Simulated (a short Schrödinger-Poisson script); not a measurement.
From a short Schrödinger-Poisson script (our own, NumPy): one-band effective-mass equation with BenDaniel-Duke matching, electrons, heavy and light holes apart, hard walls at the outer ends, one valence edge for both holes (no strain splitting), no charge, excitons, band mixing or non-parabolicity; under a field the levels are quasi-bound states of a box, listed while three quarters of their weight lies within 4 nm of the wells.

Stack: single In0.2Ga0.8N/GaN quantum well.

From the first side: 12 nm GaN; 3 nm In0.2Ga0.8N, built-in field 2100 kV/cm; 12 nm GaN.

The device is made up for the run: typed textbook-type constants, with dimensions and the other settings drawn at random. In0.2Ga0.8N: direct gap (eV) 2.666, conduction-band edge (eV) 0, electron mass (mₑ) 0.174, heavy-hole mass 1.7, light-hole mass 0.3. GaN: direct gap (eV) 3.43, conduction-band edge (eV) 0.535, electron mass (mₑ) 0.2, heavy-hole mass 1.9, light-hole mass 0.33.

The valence-band edge of each layer lies one gap below its conduction-band edge. The electron's potential energy rises along the stack by the applied field and, inside the well alone, by the built-in field (unscreened; none in the barriers). Mesh 0.03 nm at interfaces.

Task: Give the squared e1-hh1 overlap at zero applied field; the shift of e1-hh1 at 155 kV/cm (meV); the e1-hh1 transition at zero applied field (eV).

Result: squared e1-hh1 overlap at zero applied field: 0.07; shift of e1-hh1 at 155 kV/cm (meV): -32.1; e1-hh1 transition at zero applied field (eV): 2.535. Excitons, screening of the built-in field, fields in the barriers and alloy fluctuations are left out, and strain enters only through the typed gaps and offsets, so measured lines lie elsewhere.
